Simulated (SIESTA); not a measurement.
Band structure of MoPd (R-3m, 2 atoms in the cell).

```
CELL_PARAMETERS angstrom
      1.38767     0.80117     4.64477
     -1.38767     0.80117     4.64477
      0.00000    -1.60234     4.64477
ATOMIC_POSITIONS crystal
  Mo 0.00000 0.00000 0.00000
  Pd 0.50000 0.50000 0.50000
```

Method of the run: GGA PBEsol, numerical atomic orbitals DZP, PseudoDojo PBEsol standard norm-conserving potentials (rewritten from UPF to PSML) in SIESTA 5.4.2.

Settings: XC.functional = GGA; XC.authors = PBEsol; potentials = PseudoDojo PBEsol standard; PAO.BasisSize = DZP; PAO.EnergyShift = 0.01 Ry; MeshCutoff = 350 Ry; kgrid.MonkhorstPack = 14 14 14; OccupationFunction = MP; OccupationMPOrder = 0; ElectronicTemperature = 580.23 K; MaxSCFIterations = 150; SCF.Mixer.Method = Pulay; SCF.Mixer.Weight = 0.1; SCF.Mixer.History = 8.

The starting cell comes from a database of computed structures (which also holds hypothetical and non-ambient phases and stackings), without a prior relaxation at this level. Spin polarisation is off. Values carry the incompleteness of an atom-centred basis.

Levels in eV from the Fermi level, bands 13 to 18:
```
point     13     14     15     16     17     18
-----  -----  -----  -----  -----  -----  -----
Γ      -2.62  -2.37  -2.37  -0.14  -0.14   0.65
L      -3.01  -2.39  -1.02  -0.58   0.89   3.64
B1     -3.13  -1.24  -0.72  -0.27   0.24   1.91
B      -3.13  -1.24  -0.72  -0.27   0.24   1.91
Z      -3.07  -1.96  -1.90  -1.90  -0.63  -0.63
X      -3.19  -1.31  -0.65  -0.29   0.21   1.79
Q      -3.19  -1.31  -0.65  -0.29   0.21   1.79
F      -2.66  -0.58   0.32   0.98   2.03   2.46
P1     -2.80  -0.78  -0.61   0.87   1.74   2.92
P      -2.80  -0.78  -0.61   0.87   1.74   2.92
```

Bands cross the Fermi level along this path, so the cell is metallic at this level.

Higher empty bands are left out: an atom-centred basis made for the valence describes them poorly.
